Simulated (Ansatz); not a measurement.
## Cr$_{2}$AlC (P6_3/mmc): band-structure transport figures

Data:

```
AlCr2C
1.0
    2.81367     0.00000     0.00000
   -1.40684     2.43671     0.00000
    0.00000     0.00000    12.58526
Al Cr C
2 4 2
Direct
  0.66667   0.33333   0.25000
  0.33333   0.66667   0.75000
  0.33333   0.66667   0.41563
  0.66667   0.33333   0.58437
  0.66667   0.33333   0.91563
  0.33333   0.66667   0.08437
  0.00000   0.00000   0.50000
  0.00000   0.00000   0.00000
```

Level of theory: PBEsol, rigid bands (plane waves, PAW, scalar-relativistic; Ansatz, a quantum-chemistry and plane-wave program). How the cell was made: cell and atoms relaxed with PBEsol.

```json
{
 "density of states at the Fermi level": "5.70 states/(eV·cell), both spins",
 "bare Sommerfeld coefficient": "1.68 mJ/(mol of atoms·K²)",
 "drude_plasma_energy": "4.5 (x), 4.5 (y), 2.5 (z) eV",
 "root-mean-square Fermi velocity": "3.0e5 m/s",
 "resistivity times τ": "24 (x), 24 (y), 80 (z) ×10⁻²² Ω·m·s"
}
```

A metal at this level (no band gap); rigid bands, thermally averaged at 300 K, both spins. Spin-orbit coupling is left out. τ is one relaxation time for all states.

Computed structure with no diffraction record at hand here (it may be known, metastable or hypothetical): Cr2AlC (P6_3/mmc). Treated as nonmagnetic (a ferromagnetic start lost its moment, other orders weren't tried): Cr2AlC (P6_3/mmc).
